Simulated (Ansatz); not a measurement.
Consider GaSe (space group P6_3/mmc, No. 194; a = 3.7695 Å, c = 15.9613 Å; layered, stacked along the Cartesian z axis).

The values are results of PBE-D3(BJ), PAW, 420 eV (Ansatz, an electronic-structure program; spin-orbit coupling left out), not measurements.

Before the change:

```
Item                 Value
-------------  -----------
Gap character  direct at Γ
```

Modification: electron doping at 3.0×10^21 cm⁻³ (0.589 per cell), with a uniform compensating background at fixed cell and a 300 K Fermi–Dirac width.

Problem. Predict the new Fermi level from band edge, gap character and largest internal atomic displacement.

Solution. The Fermi level relative to the doped band's edge (positive inside the band; to 0.05 eV) is +0.65 eV; the gap character stays direct at Γ; the largest internal atomic displacement is 0.038 Å.

Charged cell with a jellium background: band edges are those of the host's band count, energies are not comparable with the neutral cell, and many-body gap narrowing is missing. Stability against distortions was not tested.
